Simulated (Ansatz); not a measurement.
Here is the system:

```xyz
3
Lattice="4.3391 0.0000 0.0000 -2.1695 3.7578 0.0000 0.0000 0.0000 2.8011" Properties=species:S:1:pos:R:3 pbc="T T T"
Ti     2.1695     1.2526     1.9647
Ti     0.0000     2.5052     0.8364
Re     0.0000     0.0000     0.0000
```

These are PBEsol, DFPT electron-phonon coupling, linearised Boltzmann equation (plane waves, PAW, scalar-relativistic; Ansatz, a quantum-chemistry and plane-wave program) values and carry that method's errors. How the cell was made: relaxed with this functional, without spin-orbit coupling.

**Question.** What phonon-limited resistivity does this give at 300 K?

**Answer.** 31 (x), 31 (y), 14.9 (z) μΩ·cm.

**Question.** How long is the mean free path there?

**Answer.** 5.4 (x), 5.4 (y), 4.8 (z) nm, weighted by the current that each state carries. Wires not much wider than this gain resistivity from their walls.

A metal at this level (no band gap). Only scattering by harmonic phonons is included (no impurities, grain boundaries, electron-electron scattering or thermal expansion). Spin-orbit coupling is left out, which matters with elements this heavy. Halving the electron mesh (24x24x32) moves the resistivity by up to 8 % at 300 K, the mean free path by up to 7 %. Smearing 0.20 eV; phonons on a 4x4x5 q mesh, which this run doesn't test.

Computed structure with no diffraction record at hand here (it may be known, metastable or hypothetical): Ti2Re (P-3m1).
